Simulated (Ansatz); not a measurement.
The parent structure is AlN in the wurtzite structure (space group P6_3mc, No. 186).

```yaml
crystal:
  lattice:
    - [3.08878, 0.00000, 0.00000]
    - [-1.54439, 2.67496, 0.00000]
    - [0.00000, 0.00000, 4.94326]
  atoms:
    - { symbol: Al, position: [0.33333, 0.66667, 0.00000] }
    - { symbol: Al, position: [0.66667, 0.33333, 0.50000] }
    - { symbol: N, position: [0.33333, 0.66667, 0.38200] }
    - { symbol: N, position: [0.66667, 0.33333, 0.88200] }
```

Cartesian axes are those of the cell as printed.

The values are results of DFT with LDA, PAW potentials and a 420 eV plane-wave cutoff in Ansatz (a program for electronic structure), no SOC, not measurements.

Before the change:

The valence-band top at Γ is 0.00, -0.23, -0.23 eV.

It is then changed as follows: uniaxial strain ε_zz = +0.60 %, all other strain components held at zero, atoms relaxed at fixed cell.

**Question.** Estimate the effect on the valence-band top at Γ and stress.

**Answer.** The valence-band top at Γ (three highest levels, from the VBM) goes from 0.00, -0.23, -0.23 eV to 0.00, -0.17, -0.17 eV; the stress (xx, yy, zz, yz, xz, xy; compression positive) comes out as (-0.66, -0.66, -2.22, 0.00, 0.00, 0.00) GPa.

The levels and masses belong to the bands next to the band gap. No phonon test of stability was made.
